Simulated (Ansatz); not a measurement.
## The (20-21) surface of hcp Zn in its 1x1 cell, outermost plane spacing 0.19 Å in the ideal cut

Method: r2SCAN, at the PBE geometry (plane waves to 500 eV, PAW; Ansatz, an electronic-structure program).

Set-up: 20 atoms, 10.2 Å thick at the start (thin: gaps and levels are the slab's own); mesh 14x4x1; 0.1 eV smearing; dipole correction on; single point; on the structure that PBE left under its start's symmetry; no spin, no spin-orbit, no U.

The surface energy (mean of both faces) is 0.49 J/m². The work function of the top face comes out as 4.19 eV and the cost comes out as very roughly 18 core-minutes.
